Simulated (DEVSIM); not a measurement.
Structure: illuminated GaAs p-on-n cell, one wavelength, at 400 K.

Layer 1 from the left is GaAs, thickness (μm) 0.0960, Na (cm⁻³) 1.1e18, τn (s) 1.8e-11, τp (s) 3.4e-11, absorption coefficient (cm⁻¹) 63000. Layer 2 from the left is GaAs, thickness (μm) 0.600, Nd (cm⁻³) 3.6e15, τn (s) 5.9e-10, τp (s) 5.9e-10, absorption coefficient (cm⁻¹) 63000.

Left contact: ohmic, minority electron recombination velocity 2e5 cm/s. Right contact: ohmic, minority hole recombination velocity 2000 cm/s. Voltage is applied to the left contact. Recombination: SRH at mid-gap, radiative, Auger. Light enters at the left, 3.9e17 photons cm⁻² s⁻¹, one pass, no reflection. Mobility is μmin + (μ − μmin)/(1 + (N/Nref)^α).

This is a model device: material constants are rounded textbook-type values typed into the input, and sizes, dopings and lifetimes were drawn at random. Values at 300 K; Nc and Nv go as T^1.5, mobilities as T to minus their exponent, the gap by Varshni's rule with the affinity fixed.

GaAs: gap (eV) 1.424, affinity (eV) 4.07, permittivity 12.9, Nc (cm⁻³) 4.7e17, Nv (cm⁻³) 9e18, μn (cm²/Vs) 8500, μp (cm²/Vs) 400, μn,min 500, μp,min 20, Nref,n 6e16, Nref,p 1.5e17, αn 0.39, αp 0.38, T exponent of μn 2.1, T exponent of μp 2.2, B (cm³/s) 2e-10, Cn (cm⁶/s) 1e-30, Cp (cm⁶/s) 1e-30, Varshni α (eV/K) 0.000541, Varshni β (K) 204.

Simulated with DEVSIM: 1D drift-diffusion, Boltzmann statistics, complete ionisation; no tunnelling, impact ionisation, image-force lowering or self-heating.

Dark forward current:

```csv
|V| (V),|J| (A/cm²)
0.05,5.923e-6
0.10,1.767e-5
0.15,4.239e-5
0.20,9.549e-5
0.25,0.0002105
0.30,0.0004611
0.35,0.001010
0.40,0.002224
0.45,0.004935
0.50,0.01109
0.55,0.02537
0.60,0.05957
0.65,0.1449
0.70,0.3696
0.75,0.9956
0.80,2.810
0.85,7.973
0.90,21.12
0.95,51.23
1.00,123.4
1.05,317.9
1.10,895.6
1.15,2703
```

Work out the local ideality factor n = ΔV / (kT/q · ln(J2/J1)) between the rows 0.15 and 0.20 V, 1.10 and 1.15 V.

kT/q = 34.47 mV. From 0.15 to 0.20 V: ln(9.549e-5/4.239e-5) = 0.812, n = 1.79. From 1.10 to 1.15 V: ln(2703/895.6) = 1.105, n = 1.31.

What current could the absorbed light give at most, and what share is collected?

Σ αd = 4.38, so qΦ(1 − exp(−Σ αd)) = 61.7 mA/cm². The simulated short-circuit current is 60.10 mA/cm², a share of 0.97.

Estimate the open-circuit voltage by superposition: the voltage at which the dark current equals that short-circuit current.

Interpolating ln J in the table gives 0.600 V. The simulation gives 0.600 V, the same within the digits that matter. Superposition holds where collection doesn't change with voltage.

Estimate the fill factor from FF0 = (v − ln(v + 0.72))/(v + 1), v = qVoc/(nkT), with n from the dark curve.

The rows about Voc, 0.55 and 0.60 V, give n = 1.70, so v = 10.2 and FF0 = 0.698. The simulation gives 0.692, the same within the digits that matter.
